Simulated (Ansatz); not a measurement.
Cells marked so need not be the phases stable at ambient conditions, and some may be hypothetical.

 Where the default PAW files enter, the runs use the earlier of Ansatz's two default sets.

The gap is the functional's own, uncorrected, and κ follows it; spin-orbit coupling is left out. Mid-gap values are interpolated between the computed energies.

A. SrAlSiH (P3m1, not sure to be the ambient phase, 4 atoms a cell, 19.2 Å³ an atom, -2 GPa at this level), along the normal of (001)
B. Cu2WS4 (P-42m, not sure to be the ambient phase, 7 atoms a cell, 20.9 Å³ an atom), along the normal of (001)
C. Cs2NaInF6 (Fm-3m, not sure to be the ambient phase, 10 atoms a cell, 17.5 Å³ an atom), along the normal of (110)

### Question
Put the candidates in order of mid-gap decay constant of the slowest evanescent state, lowest first, for PBEsol in Ansatz (a first-principles code).

### Answer
A (0.15 1/Å), B (0.27 1/Å), C (0.43 1/Å)
